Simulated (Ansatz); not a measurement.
CsCl-type CuZn, treated with r²SCAN in Ansatz (PAW).

Settings: plane-wave cutoff 600 eV, 16×16×16 k mesh, Fermi–Dirac smearing 0.1 eV, finite displacements, no spin polarisation, scalar-relativistic PAW data made under PBE.

The cell has the measured lattice: a = 2.9575 Å, b = 2.9575 Å, c = 2.9575 Å, α = 90.00°, β = 90.00°, γ = 90.00°.

What does this level give for the TO(Γ) frequency?


TO(Γ) frequency: 190 cm⁻¹

Note: the cell isn't this level's own, so it is under some stress, which shifts stiffness and frequencies.

Ansatz is a quantum-chemistry and plane-wave program.
